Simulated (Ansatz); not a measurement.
Cubic perovskite CsSnI3 (cubic high-temperature phase) was calculated with BLYP in Ansatz (plane waves, PAW).

Settings: plane-wave cutoff 520 eV, 6×6×6 k mesh, Fermi–Dirac smearing 0.01 eV, scalar-relativistic PAW data made under PBE.

Results at a series of volumes:

| V (Å³/atom) | E − E_lowest (meV/atom) | P (GPa) |
|---|---|---|
| 50.941 | 8.57 | 0.895 |
| 52.025 | 3.66 | 0.562 |
| 53.109 | 0.88 | 0.265 |
| 54.193 | 0.00 | 0.000 |
| 55.276 | 0.82 | -0.237 |
| 56.360 | 3.14 | -0.447 |
| 57.444 | 6.82 | -0.636 |

Task: Fit the third-order Birch–Murnaghan equation and give B0 and B′.

Result: V0 = 54.192 Å³/atom, B0 = 12.5 GPa, B′ = 4.7 (fit to the energies at full precision).

Note: the cell is over a tenth larger than the published one: the level's own overestimate first of all, though another phase or state, or a fault of the published cell, is possible; the relaxation could not lower the start's symmetry, so the cell can be a saddle point above a distorted one.

Spin–orbit coupling is not included.

Computing time: about 3 core-minutes (a rough figure).

Ansatz is a first-principles code.
